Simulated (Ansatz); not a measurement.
Base system: MgSe in the rock salt structure (space group Fm-3m, No. 225; a = 5.472 Å).

Computed with r2SCAN/PAW in Ansatz (a quantum-chemistry and plane-wave program), no spin-orbit coupling.

Base values:

- Pressure: 0.0 kbar
- Band gap: 2.48 eV
- Hole mass: 0.20, 0.79, 0.79 mₑ (at Γ)
- Smallest direct gap: 3.44 eV

Perturbation: every lattice vector is shortened by 4.33 %, atoms relaxed at fixed cell.

Question: What does the calculation give for the pressure, band gap, hole mass and smallest direct gap after the change?

Answer: The pressure goes from zero to 115.2 kbar; the band gap rises by 0.22 eV, from 2.48 eV to 2.70 eV; the hole mass (degenerate bands, along [100]) changes from 0.20, 0.79, 0.79 mₑ (at Γ) to 0.22, 0.68, 0.68 mₑ (at Γ); the smallest direct gap rises by 1.04 eV, from 3.44 eV to 4.48 eV.

The cells carry an imposed strain or load. Masses are band curvatures over ±0.01 Å⁻¹ around the edge. No phonon test of stability was made.
